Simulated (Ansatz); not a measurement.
Band gap of MgCO3 (R-3c, No. 167) at several levels of theory

No measured value is used here.

```tsv
level (code)	value (eV)	cell (Å³/atom)
LDA (Ansatz)	___	9.29
BLYP (Ansatz)	5.15 (indirect)	9.29
PBEsol (Ansatz)	5.02 (indirect)	9.29
B3LYP (VWN-RPA form) (Ansatz)	7.41 (indirect)	9.29
HSE06 (Ansatz)	7.19 (indirect)	9.34
PBE0 (Ansatz)	7.97 (indirect)	9.33
G0W0@PBEsol (Ansatz)	___	9.29
```

Question: Fill in the missing entries.

Answer: 
- LDA (Ansatz, a program for electronic structure), value (eV): 4.92 (indirect)
- G0W0@PBEsol (Ansatz), value (eV): 8.64 ± 0.02 (indirect)

Computed values are for a static lattice.  A ± on a computed value is a rough bar: the spread of its extrapolation, a floor set from checks against published values, or a statistical error. Values are at the measured cell; HSE06 at the level's own equilibrium cell; PBE0 at the level's own relaxed cell. Cutoffs and k meshes differ between the levels. Ansatz's density-functional and Hartree–Fock values are scalar-relativistic unless marked +SOC, with PAW data made under PBE.
